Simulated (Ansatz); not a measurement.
Structures of equal composition on the (0001) surface of wurtzite GaN (Ga plane on top): 2x2 Ga adatom at H3; 2x2 Ga adatom at T1; 2x2 Ga adatom at T4. The slabs share one bottom face, and each structure is named by its start. These are constructed structures in small cells; real faces may alloy, dewet or reconstruct in larger ones, and not all known structures of the face are among them. Slabs of about 14 Å, Fermi-Dirac smearing of 0.025 eV. Bottom of the slabs: H caps. Relaxed from the named starts with such symmetry as they have, on meshes of like density; energies extrapolated to zero smearing; spin only where a row says so; no spin-orbit coupling, no U. Brackets mark spin-polarised runs, whose order is one that fits the cell. Where a second, spin-polarised start was run, the lower counts.

Level of theory: r2SCAN, at the PBE geometry (plane waves to 500 eV, PAW; Ansatz, a quantum-chemistry and plane-wave program).

Rank these by energy per 1x1 cell (lowest first), as r2SCAN, at the PBE geometry gives it.

2x2 Ga adatom at T4 (0.000 eV, gap 0.59 eV on the mesh), 2x2 Ga adatom at H3 (0.065 eV, gap 0.55 eV on the mesh), 2x2 Ga adatom at T1 (0.463 eV, gap 0.31 eV on the mesh)
